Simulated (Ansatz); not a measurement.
## PbTe: pressure 4.5 GPa

The reference is PbTe in the rock salt structure (space group Fm-3m, No. 225; a = 6.3796 Å).

It is then changed as follows: a hydrostatic pressure of 4.5 GPa.

Computed with Kohn–Sham DFT with the LDA functional, run in Ansatz (a quantum-chemistry and plane-wave program) with PAW and 420 eV plane waves, no spin-orbit coupling. Γ-centred 9×9×9 mesh, Fermi–Dirac width 0.05 eV.

The density increases by 0.69 g/cm³ to 9.25 g/cm³ and the shortest interatomic distance decreases by 0.081 Å, from 3.190 Å to 3.109 Å. The enthalpy H = E + PV relative to the base's energy comes out as +0.88 eV/atom and the band gap shrinks by 0.19 eV, from 0.57 eV to 0.38 eV. The gap character remains direct at L and the mean gap deformation potential ΔEg/Δln V is +2.5 eV. The width of the top valence band increases by 0.52 eV to 3.53 eV and the electron mass goes from 0.24 mₑ along k, 0.095 mₑ across (at L) to 0.18 mₑ along k, 0.092 mₑ across (at L). The valley order (the lowest conduction-band minima on the path, energy above the VBM, named in the base's zone) becomes L along ⟨111⟩ 0.38 eV; a point along ⟨110⟩, about 0.5 Å⁻¹ from Γ 1.06 eV; a point along ⟨100⟩, about 0.3 Å⁻¹ from Γ 1.59 eV (base: L along ⟨111⟩ 0.57 eV; a point along ⟨110⟩, about 0.6 Å⁻¹ from Γ 1.18 eV; a point along ⟨100⟩, about 0.4 Å⁻¹ from Γ 1.70 eV).

Final structure:

```xyz
2
Lattice="0.0000 3.1086 3.1086 3.1086 0.0000 3.1086 3.1086 3.1086 0.0000" Properties=species:S:1:pos:R:3 pbc="T T T"
Te     3.1086     3.1086     3.1086
Pb     0.0000     0.0000     0.0000
```

With Pb and Te present, leaving out spin-orbit coupling can change the band edges. Load acts through the strain it causes; cell and atoms are relaxed under it. Masses are band curvatures over ±0.01 Å⁻¹ around the edge. Along k means along the line from Γ to the band edge. No phonon test of stability was made.
